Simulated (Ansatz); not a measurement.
Results of HSE06+SOC (plane waves, PAW; Ansatz, a first-principles code) for TlBr (Fm-3m, No. 225, 2 atoms in the cell; start mp-568560; metastable phase).

Numerical settings: plane-wave cutoff 460 eV, 6×6×6 k mesh, Fermi–Dirac smearing 0.01 eV, PAW data made under PBE.

Cell (relaxed with PBE-D3(BJ)):

```cif
data_Br4Tl4
_chemical_formula_sum 'Tl4 Br4'
_space_group_name_H-M_alt 'Fm-3m'
_space_group_IT_number 225
_space_group_name_Hall '-F 4 2 3'
_cell_length_a 6.77738
_cell_length_b 6.77738
_cell_length_c 6.77738
_cell_angle_alpha 90.000
_cell_angle_beta 90.000
_cell_angle_gamma 90.000
loop_
_atom_site_label
_atom_site_type_symbol
_atom_site_symmetry_multiplicity
_atom_site_Wyckoff_symbol
_atom_site_fract_x
_atom_site_fract_y
_atom_site_fract_z
_atom_site_occupancy
Tl1 Tl 4 a 0.00000 0.00000 0.00000 1
Br1 Br 4 b 0.50000 0.50000 0.50000 1
```
(The calculation used a cell of 2 atoms; values per cell refer to that cell.)

What does this level give for the band gap and direct gap at Γ?


* **band gap**: 2.77 eV (on the SCF k mesh) (direct)
* **direct gap at Γ**: 7.24 eV

Note: cell and atoms aren't relaxed at this level (pressure -0.3 GPa).

Static lattice: no zero-point or thermal effects.

Computing time: very roughly 6 core-minutes.

A start named mp-… is a Materials Project structure, which need not be a measured phase.
